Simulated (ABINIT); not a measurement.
ABINIT run on SnSe₂ (P-3m1, 3 atoms in the cell): self-consistent single point.

Method of the run: PBE, spin-orbit coupling, PAW (JTH v2.0 PBE PAW) (plane waves; ABINIT 10.0.3).

```
CELL_PARAMETERS angstrom
      3.76391     0.00000     0.00000
     -1.88196     3.25964     0.00000
      0.00000     0.00000     6.35422
ATOMIC_POSITIONS crystal
  Sn 0.00000 0.00000 0.00000
  Se 0.66667 0.33333 0.75710
  Se 0.33333 0.66667 0.24290
```

Reference input (self-consistent single point, DFT, PBE, plane waves, PAW (JTH v2.0 PBE PAW)): pseudos = [Sn.GGA_PBE-JTH.xml, Se.GGA_PBE-JTH.xml]; ecut = 544 eV; pawecutdg = 1088 eV; pawxcdev = 0; ixc = 11; occopt = 1; ngkpt = 8 8 4; nshiftk = 1; shiftk = 0 0 0; potentials = JTH v2.0 PBE PAW; nband = 15; kptopt = 1. This run's input differs from it in these lines:

```diff
@@ -20,5 +20,7 @@
 ixc 11
+nspinor 2
+nspden 1
 occopt 1
-nband 15
-kptopt 1
+nband 30
+kptopt 4
 ngkpt 8 8 4
```

Output, abridged:

```
--- !BeginCycle
solver: {iscf: 17, nstep: 50, nline: 4, wfoptalg: 10, }
tolerances: {tolvrs: 1.00E-11, }
...

     iter   Etot(hartree)      deltaE(h)  residm     nres2
 ETOT  1  -88.795595851317    -8.880E+01 1.938E-01 2.828E+00
 ETOT  2  -88.907379019946    -1.118E-01 2.950E-02 8.722E-01
 ETOT  3  -88.906652169986     7.268E-04 8.387E-03 1.476E-01
 ETOT  4  -88.906657174475    -5.004E-06 9.002E-03 3.783E-03
 ETOT  5  -88.906684716957    -2.754E-05 2.262E-03 3.253E-04
   [... 4 lines left out ...]
 ETOT 10  -88.906690494629    -1.583E-09 6.333E-04 2.053E-08
 ETOT 11  -88.906690494937    -3.086E-10 8.687E-04 1.275E-09
 ETOT 12  -88.906690494941    -3.297E-12 5.796E-04 2.368E-10
 ETOT 13  -88.906690494945    -4.434E-12 6.213E-04 5.470E-12
 At SCF step   13       nres2   =  5.47E-12 < tolvrs=  1.00E-11 =>converged.

 Cartesian components of stress tensor (hartree/bohr^3)
  sigma(1 1)= -2.17074268E-04  sigma(3 2)=  0.00000000E+00
  sigma(2 2)= -2.17074268E-04  sigma(3 1)=  0.00000000E+00
  sigma(3 3)= -2.17149539E-04  sigma(2 1)= -1.29436743E-15

 ----iterations are completed or convergence reached----

 reduced coordinates (array xred) for    3 atoms
       0.000000000000      0.000000000000      0.000000000000
       0.666666666667      0.333333333333      0.757100000000
       0.333333333333      0.666666666667      0.242900000000
 cartesian forces (eV/Angstrom) at end:
    1     -0.00000000000000    -0.00000000000000    -0.00000000000000
    2     -0.00000000000000    -0.00000000000000    -0.85817390727138
   [... lines left out ...]
 Fermi (or HOMO) energy (hartree) =   0.06435   Average Vxc (hartree)=  -0.35071
 Fermi (or HOMO) energy (eV) =   1.75095   Average Vxc (eV)=  -9.54337
   [... lines left out ...]
local_psp           : -9.86206346587679E+01
total_energy        : -8.89066912908714E+01
total_energy_eV     : -2.41927410443842E+03
...

-Cartesian components of stress tensor (GPa)         [Pressure=  6.3873E+00 GPa]
- sigma(1 1)= -6.38654439E+00  sigma(3 2)=  0.00000000E+00
- sigma(2 2)= -6.38654439E+00  sigma(3 1)=  0.00000000E+00
- sigma(3 3)= -6.38875893E+00  sigma(2 1)= -3.80815981E-11

 Calculation completed.
```

The run converged in 13 iterations. Against the reference run the pressure moves little (6.35 to 6.39 GPa), the largest force hardly changes (0.854 to 0.858 eV/Å) and the gap on the mesh goes from 0.832 to 0.819 eV.

The starting cell comes from a database of computed structures (which also holds hypothetical and non-ambient phases and stackings), without a prior relaxation at this level. Its lattice was rescaled by a random factor within 2.5 % of one. With a pressure of about 6 GPa the cell is away from its equilibrium volume at this level.

Cost on one core of a shared machine: roughly 3 min.
